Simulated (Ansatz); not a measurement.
N vacancy (broken-bond start) in wurtzite AlN (start: the N site; a neighbour pushed 0.95 Å away from the vacancy; 96-site cell, 2×2×2 shifted sampling). Level of theory: PBE, PAW (plane waves to 420 eV; Ansatz, a first-principles code). Total energies of the localised charge states, counted from that of charge +2, and their image corrections (point charge with alignment); the host's valence-band maximum lies at 6.942 eV on the cells' energy zero and its gap is 4.03 eV.

```csv
charge,moment (μB),E − E(first) (eV),correction (eV)
+2,1.0,0.000,0.668
+1,not spin-polarised,7.616,0.136
0,1.0,17.982,0.000
```

**Question.** Derive the transition levels above the valence-band maximum and say which of them are thermodynamic.

**Answer.** A level is the Fermi energy at which two charges have equal formation energy: ε(q/q′) = [E(q′) + corr(q′) − E(q) − corr(q)] / (q − q′) − E_VBM.
ε(+2/+1) = [(7.616 + 0.136) − (0.000 + 0.668)] / 1 − 6.942 = 0.14 eV
ε(+1/0) = [(17.982 + 0.000) − (7.616 + 0.136)] / 1 − 6.942 = 3.29 eV
Thermodynamic levels at least 0.1 eV inside the gap: (+2/+1) at 0.14 eV; (+1/0) at 3.29 eV. They hold to tenths of an eV in this cell. Only the charges listed were compared. The geometries come from one start. Flagged in the runs: a host whose relaxation on this sampling wasn't shown to rest, a strain field that reaches the edge of the cell.
